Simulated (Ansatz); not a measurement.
**How a calculation on Hf (P6_3/mmc, 4 atoms in the cell) responds to its settings**

```
Hf
1.0
    3.10929     0.00000     0.00000
   -1.55465     2.69272     0.00000
    0.00000     0.00000    10.00416
Hf
4
Cartesian
  0.00000   0.00000   0.00000
  0.00000   0.00000   5.00208
  0.00000   1.79515   2.50104
  1.55465   0.89757   7.50312
```

Base run A: PBE, PAW files run with Ansatz (a program for electronic structure), self-consistent single point.

Its settings: basis.ecutwfc = 420 eV; kpoints.mp_grid.grid = 12 12 4; hamiltonian.xc = pbe; hamiltonian.pseudopotentials = {kind: paw} (an earlier, softer set of the program's PAW files); scf.occupations.method = cold; scf.occupations.width = 0.136 eV.

The starting cell was generated: these elements placed on a structure prototype, without a prior relaxation; it need not be a known phase or ordering of this composition. Its lattice was rescaled by a random factor within 2.5 % of one. In the base run, with a pressure of about 10 GPa the cell is away from its equilibrium volume at this level. Ansatz's pressure includes its estimate of the finite-basis (Pulay) stress.

ΔF is the free energy per atom less that of run A. 

| run | scf.mixing.algorithm, scf.mixing.beta | ΔF (meV/atom) | pressure (GPa) | iterations |
|---|---|---|---|---|
| A | default (the program chose MSR1), default | 0.00 | 9.53 | 9 |
| B | anderson, 0.02 | 0.00 | 9.53 | 24 |
| C | anderson, 0.05 | 0.00 | 9.53 | 18 |
| D | anderson, 0.1 | 0.00 | 9.53 | 17 |
| E | anderson, 0.2 | 0.00 | 9.53 | 14 |
| F | anderson, 0.3 | 0.00 | 9.53 | 13 |
| G | anderson, 0.5 | 0.00 | 9.53 | 10 |
| H | anderson, 0.7 | 0.00 | 9.53 | 11 |
| I | anderson, 0.9 | 0.00 | 9.53 | 11 |
| J | anderson, 1 | 0.00 | 9.53 | 12 |

Runs B, C, D, E, F, G, H, I, J reached the same state as A (within 1 meV/atom). The fewest iterations to that state were 9 (A); the most were 24.

Keys are those of Ansatz 0.2.
